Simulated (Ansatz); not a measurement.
Hypothetical rock salt CrGe: element substitutions

Base system: CrGe in the rock salt structure (space group Fm-3m, No. 225; a = 5.016 Å; ferromagnetic; a hypothetical phase, not in the database extracts checked).

Each row replaces one element on all its sites; cell and atoms are relaxed.

Computed with PBE/PAW in Ansatz (an electronic-structure program), without spin-orbit coupling, earlier PAW set.

| case | density | shortest interatomic distance |
|---|---|---|
| base | 6.56 g/cm³ | 2.508 Å |
| Cr → Mo | 8.24 g/cm³ | 2.570 Å |
| Ge → Pb | 9.51 g/cm³ | 2.828 Å |
| Ge → Ni | 6.70 g/cm³ | 2.394 Å |
| Cr → Ti | 5.71 g/cm³ | 2.597 Å |

The magnetic state is the one reached from the starting moments; the real material's order can differ, and small cells can't hold many antiferromagnetic ones. No phonon test of stability was made. As relaxed here, MoGe, CrPb, CrNi and TiGe are hypothetical phases, not in the database extracts checked. Spin-polarised in the final run: base, CrPb and CrNi; the other runs are not. MoGe has a high density of states at the Fermi level and may be magnetic at this level.
